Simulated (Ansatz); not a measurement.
## Ca in the simple cubic structure (space group Pm-3m, No. 221; a cell from a computed database, its experimental status unchecked)

```cif
data_Ca
_chemical_formula_sum 'Ca1'
_space_group_name_H-M_alt 'P 1'
_space_group_IT_number 1
_cell_length_a 3.45962
_cell_length_b 3.45962
_cell_length_c 3.45962
_cell_angle_alpha 90.000
_cell_angle_beta 90.000
_cell_angle_gamma 90.000
loop_
_space_group_symop_operation_xyz
  'x, y, z'
loop_
_atom_site_label
_atom_site_type_symbol
_atom_site_fract_x
_atom_site_fract_y
_atom_site_fract_z
_atom_site_occupancy
Ca1 Ca 0.00000 0.00000 0.00000 1
```

Level of theory: Kohn–Sham DFT with the PBEsol functional, run in Ansatz (a program for electronic structure) with PAW and 420 eV plane waves, no spin-orbit coupling. Settings: 13×13×13 k-points, 0.05 eV Fermi–Dirac smearing.

| Quantity | Result |
|---|---|
| Volume per atom | 41.41 Å³ |
| Density | 1.61 g/cm³ |
| Band gap | zero |
| Total energy | -1793.339 eV/atom (σ→0; compares only within this code and set-up) |

No phonon test of stability was made. This is not the structure that Ca has at room temperature and ambient pressure.
